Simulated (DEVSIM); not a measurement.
Structure: illuminated Si p-on-n cell, one wavelength, at 300 K.

Layer 1 from the left is Si, thickness (μm) 0.0500, Na (cm⁻³) 1.6e18, τn (s) 8.1e-7, τp (s) 4.8e-8, absorption coefficient (cm⁻¹) 190. Layer 2 from the left is Si, thickness (μm) 160, Nd (cm⁻³) 2.1e17, τn (s) 1.1e-6, τp (s) 1.1e-6, absorption coefficient (cm⁻¹) 190.

Left contact: ohmic, minority electron recombination velocity 4000 cm/s. Right contact: ohmic, minority hole recombination velocity 2e6 cm/s. Voltage is applied to the left contact. Recombination: SRH at mid-gap, radiative, Auger. Gap narrowing is on: ΔEg = 6.92 meV × (l + √(l² + 0.5)), l = ln(N/1.3e17 cm⁻³), shared equally by both band edges. Light enters at the left, 5.9e16 photons cm⁻² s⁻¹, one pass, no reflection. Mobility is constant in doping.

Constants are typed, rounded textbook-type inputs, not results; the design itself was drawn at random and stands for no fabricated device. Values at 300 K.

Si: gap (eV) 1.124, affinity (eV) 4.05, permittivity 11.7, Nc (cm⁻³) 2.86e19, Nv (cm⁻³) 3.1e19, μn (cm²/Vs) 1417, μp (cm²/Vs) 470, B (cm³/s) 4.7e-15, Cn (cm⁶/s) 2.8e-31, Cp (cm⁶/s) 9.9e-32.

Model (solved in DEVSIM): 1D drift-diffusion, Boltzmann statistics, complete ionisation; no tunnelling, impact ionisation, image-force lowering or self-heating.

Dark forward current:

```csv
|V| (V),|J| (A/cm²)
0.05,8.973e-10
0.10,3.172e-9
0.15,9.407e-9
0.20,2.721e-8
0.25,8.124e-8
0.30,2.651e-7
0.35,1.013e-6
0.40,4.735e-6
0.45,2.643e-5
0.50,0.0001651
0.55,0.001092
0.60,0.007410
0.65,0.05081
0.70,0.3487
0.75,2.340
0.80,13.78
0.85,56.24
0.90,151.0
0.95,309.0
1.00,537.9
1.05,842.2
1.10,1222
1.15,1674
1.20,2193
```

Work out the local ideality factor n = ΔV / (kT/q · ln(J2/J1)) between the rows 0.15 and 0.20 V, 0.65 and 0.70 V, 1.15 and 1.20 V.

kT/q = 25.85 mV. From 0.15 to 0.20 V: ln(2.721e-8/9.407e-9) = 1.062, n = 1.82. From 0.65 to 0.70 V: ln(0.3487/0.05081) = 1.926, n = 1.00, near the 1 of diffusion or emission over a barrier. From 1.15 to 1.20 V: ln(2193/1674) = 0.270, n = 7.16.

What current could the absorbed light give at most, and what share is collected?

Σ αd = 3.04, so qΦ(1 − exp(−Σ αd)) = 9.00 mA/cm². The simulated short-circuit current is 3.860 mA/cm², a share of 0.43.

Estimate the open-circuit voltage by superposition: the voltage at which the dark current equals that short-circuit current.

Interpolating ln J in the table gives 0.583 V. The simulation gives 0.583 V, the same within the digits that matter. Superposition holds where collection doesn't change with voltage.

Estimate the fill factor from FF0 = (v − ln(v + 0.72))/(v + 1), v = qVoc/(nkT), with n from the dark curve.

The rows about Voc, 0.55 and 0.60 V, give n = 1.01, so v = 22.3 and FF0 = 0.823. The simulation gives 0.820, the same within the digits that matter.
